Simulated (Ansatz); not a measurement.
Consider HfS2 in the CdI2 type structure (space group P-3m1, No. 164; a = 3.606 Å, c = 5.768 Å; layered, stacked along the Cartesian z axis). Axes: x lies along a and z along c of the hexagonal cell.

Level of theory: plane-wave PAW DFT at the PBE-D3(BJ) level (Ansatz, a first-principles code, 420 eV), spin-orbit coupling left out.

For the base:

| Property | Value |
|---|---|
| Pressure | 0.00 GPa |
| Shortest interatomic distance | 4.801 bohr |

It is then changed as follows: compressive biaxial strain of 1.50 % in the plane normal to [001], as in epitaxy on a mismatched substrate; the out-of-plane cell vector and the atoms relax.

**Question.** Estimate the effect on the ratio −ε⊥/ε∥, pressure and shortest interatomic distance.

**Answer.** The ratio −ε⊥/ε∥ is 0.35; the pressure (mean of the normal stresses, compression positive) goes from zero to 1.76 GPa; the shortest interatomic distance decreases by 0.0216 bohr, from 4.801 bohr to 4.780 bohr.

Whether these cells are dynamically stable was not tested.
